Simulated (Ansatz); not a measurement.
Start from Ag in the diamond structure (space group Fd-3m, No. 227; a = 6.218 Å; a hypothetical phase, not in the database extracts checked). Axes: x, y, z lie along the cube axes.

(Cell as relaxed with PBE.)

Levels (all Ansatz, a program for electronic structure, PAW): PBE (420 eV, without spin-orbit coupling); PBEsol (420 eV, no spin-orbit coupling).

Each level relaxes its own structure.

```
base                      PBE    PBEsol
-------------------  --------  --------
volume per atom      30.05 Å³  27.52 Å³
lattice parameter a   6.218 Å   6.038 Å
band gap                 zero      zero
```

Now apply this change: a free-standing slab of 1 layer (2 atoms, 2 a layer) is cut normal to [110], with 15 Å of vacuum and the in-plane cell held at bulk.

```
quantity                           PBE  PBEsol
-----------------------------  -------  ------
shortest interatomic distance  2.634 Å     ___
band gap                          zero     ___
```

### Question
Given the PBE results, estimate those of PBEsol.

### Answer

- shortest interatomic distance, PBEsol: 2.581 Å
- band gap, PBEsol: zero

PBE's shortest interatomic distance lies 0.053 Å above PBEsol's (2.0 %); the two agree on the band gap. Neither level is exact; PBEsol is the comparison here, not a measurement.

No phonon test of stability was made.
